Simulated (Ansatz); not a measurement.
The reference is CdGeAs₂ in the chalcopyrite structure (space group I-42d, No. 122; a = 5.942 Å, c = 11.312 Å).

All numbers come from PBEsol (Ansatz, an electronic-structure program, PAW, scalar-relativistic without spin-orbit coupling).

Before the change:

The pressure is 0.00 GPa.

One thing is altered: the cell is scaled by 0.9925 in all directions; the atoms relax in the strained cell.

Task: What happens to the pressure and energy relative to the base?

Result: The pressure (mean of the normal stresses, compression positive) goes from zero to 1.45 GPa; the energy goes up by 2.5 meV/atom.

No phonon test of stability was made.
